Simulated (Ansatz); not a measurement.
A self-consistent single point of BaAlGeH (P3m1, 4 atoms in the cell) with Ansatz (a program for electronic structure).

Computed with PBEsol, harder PAW files (source: ansatz) made with PBE (plane waves; Ansatz).

```yaml
crystal:
  lattice:
    - [4.36041, 0.00000, 0.00000]
    - [-2.18020, 3.77622, 0.00000]
    - [0.00000, 0.00000, 5.22380]
  atoms:
    - { symbol: Ba, position: [0.33333, 0.66667, 0.10859] }
    - { symbol: Al, position: [0.00000, 0.00000, 0.64135] }
    - { symbol: Ge, position: [0.66667, 0.33333, 0.55274] }
    - { symbol: H, position: [0.00000, 0.00000, 0.97289] }
```

Reference input (self-consistent single point, DFT, PBEsol, plane waves, default PAW files made with PBE): basis.ecutwfc = 420 eV; kpoints.mp_grid.grid = 7 7 5; hamiltonian.xc = pbesol; hamiltonian.pseudopotentials = {kind: paw} (the program's default PAW files); scf.occupations.method = fixed. This run's input differs from it in these lines:

Ansatz 0.2 input:
```diff
@@ -11,3 +11,3 @@
 basis:
-  ecutwfc: 420.0
+  ecutwfc: 1800.0
 kpoints:
@@ -16,3 +16,3 @@
   xc: pbesol
-  pseudopotentials: { kind: paw }
+  pseudopotentials: { kind: paw, source: ansatz }
 scf:
```

The program printed (abridged):

```
SCF iter   1: F=—  HF=-12542.425518 eV  |F-HF|=—  |Δ(HF+E_count)|=         —  Δρ=5.50e-2  dr2=2.64e0  ethr=3.10e-3  ⟨swp⟩=6.0  Hψ=3187  notcnv=0  defer=51
all-band conjugate gradients solve this SCF's bands
preconditioner: auto → Resta (q_TF=auto, 2.360 Å⁻¹)
SCF iter   2: F=—  HF=-12541.570153 eV  |F-HF|=—  |Δ(HF+E_count)|=   8.55e-1  Δρ=2.58e-2  dr2=4.64e-1  ethr=3.10e-3  ⟨swp⟩=3.9  Hψ=1627  notcnv=0  defer=55
   [... lines left out ...]
SCF iter   5: F=—  HF=-12541.364323 eV  |F-HF|=—  |Δ(HF+E_count)|=   3.32e-4  Δρ=4.22e-4  dr2=1.74e-4  ethr=1.04e-5  ⟨swp⟩=3.4  Hψ=1418  notcnv=0  defer=62
SCF iter   6: F=—  HF=-12541.364370 eV  |F-HF|=—  |Δ(HF+E_count)|=   4.67e-5  Δρ=7.73e-5  dr2=6.57e-6  ethr=4.84e-7  ⟨swp⟩=2.4  Hψ=1164  notcnv=0  defer=61
SCF iter   7: F=—  HF=-12541.364351 eV  |F-HF|=—  |Δ(HF+E_count)|=   1.88e-5  Δρ=1.48e-5  dr2=1.62e-7  ethr=1.83e-8  ⟨swp⟩=2.4  Hψ=1249  notcnv=0  defer=61
SCF iter   8: F=-12541.364351 eV  HF=-12541.364351 eV  |F-HF|=7.22e-10  |Δ(HF+E_count)|=   4.64e-8  Δρ=2.90e-6  dr2=6.82e-9  ethr=2.78e-10  ⟨swp⟩=15.0  Hψ=6762  notcnv=0
SCF 1 converged in 8 iterations: F = -12541.364351 eV  dr2 = 6.82e-9
Free energy (F): -12541.364351 eV
Internal energy: -12541.364351 eV  (E = F + TS)
E sigma→0 (E₀):  -12541.364351 eV
Fermi energy:    8.177957 eV
--- Forces (eV/Å), atoms counted from 1 ---
  atom   1  Ba    -0.00000000    -0.00000000    -0.12483390
  atom   2  Al     0.00000000     0.00000000     0.00445009
  atom   3  Ge    -0.00000000    -0.00000000     0.02848387
  atom   4  H     -0.00000000    -0.00000000     0.09187546
--- Stress (GPa, compression-positive) ---
       -1.633084      -0.000000       0.000000
       -0.000000      -1.633084       0.000000
        0.000000       0.000000      -1.641286
  P = ⅓ Tr σ = -1.6358 GPa (-16.358 kbar)
  The stress holds the Pulay correction. Without it, at fixed plane waves, as pw.x and ABINIT print it: P = -1.6365 GPa
```

The run converged in 8 iterations. Against the reference run the pressure hardly changes (-1.63 to -1.64 GPa), the largest force stays at 0.125 eV/Å and the gap on the mesh stays at 0.777 eV.

The starting cell comes from a database of computed structures (which also holds hypothetical and non-ambient phases and stackings), without a prior relaxation at this level. Its lattice was rescaled by up to half a per cent. One atom was moved a little off its site on purpose. Ansatz's pressure includes its estimate of the finite-basis (Pulay) stress.

Cost on one core of a shared machine: roughly 60 s.
